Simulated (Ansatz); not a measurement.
The starting structures come from a database of crystals and need not be the phases stable at ambient conditions.

Where the default PAW files enter, the runs use the earlier of Ansatz's two default sets.

## Evanescent states of BeSe (F-43m, zinc blende, not sure to be the ambient phase, 2 atoms a cell, 17.3 Å³ an atom, -2 GPa at this level) along the normal of (110)

Calculation: PBEsol (plane waves, PAW; Ansatz, a first-principles code).

The gap is the functional's own, uncorrected, and κ follows it; spin-orbit coupling is left out. Mid-gap means the computed energy nearest the middle.

Energies count from the valence-band top; κ is the least over a 8×6 mesh across the current.

| E (eV) | κ (1/Å) | where |
|---|---|---|
| 0.07 | 0.052 | Γ |
| 0.20 | 0.089 | Γ |
| 0.33 | 0.112 | Γ |
| 0.46 | 0.130 | Γ |
| 0.58 | … | Γ |
| 0.71 | … | Γ |
| 0.84 | 0.167 | Γ |
| 0.97 | … | Γ |
| 1.10 | … | Γ |
| 1.24 | … | Γ |
| 1.36 | … | Γ |
| 1.50 | … | Γ |
| 1.62 | … | Γ |
| 1.75 | … | Γ |
| 1.89 | … | Γ |
| 2.02 | 0.167 | Γ |
| 2.15 | 0.147 | Γ |
| 2.27 | 0.122 | Γ |
| 2.40 | 0.085 | Γ |

### Question
What belongs in the gaps?

### Answer

- 0.58, κ (1/Å): 0.145
- 0.71, κ (1/Å): 0.157
- 0.97, κ (1/Å): 0.175
- 1.10, κ (1/Å): 0.183
- 1.24, κ (1/Å): 0.189
- 1.36, κ (1/Å): 0.194
- 1.50, κ (1/Å): 0.198
- 1.62, κ (1/Å): 0.201
- 1.75, κ (1/Å): 0.196
- 1.89, κ (1/Å): 0.183
